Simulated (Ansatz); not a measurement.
The reference is BN in the zinc blende structure (space group F-43m, No. 216; a = 3.610 Å).

Method: r2SCAN (Ansatz, an electronic-structure program, PAW, no SOC).

One change was made to it. Results:

The band gap changes from 5.00 eV to zero; the density drops by 0.55 g/cm³ (3.50 g/cm³ → 2.95 g/cm³); the shortest interatomic distance goes up by 0.135 Å (1.563 Å → 1.698 Å).

Q: Which change produced these results?
A. B → Ga
B. B → Be
C. N → O

A: C, N → O. For comparison, the density in the other runs: B → Be gives 2.50 g/cm³; B → Ga gives 6.11 g/cm³.

Stability against distortions was not tested. As relaxed here, BO and BeN are hypothetical phases, not in the database extracts checked. The final runs are not spin-polarised. An odd electron count without spin: BO and BeN. This is not the structure that GaN has at room temperature and ambient pressure.
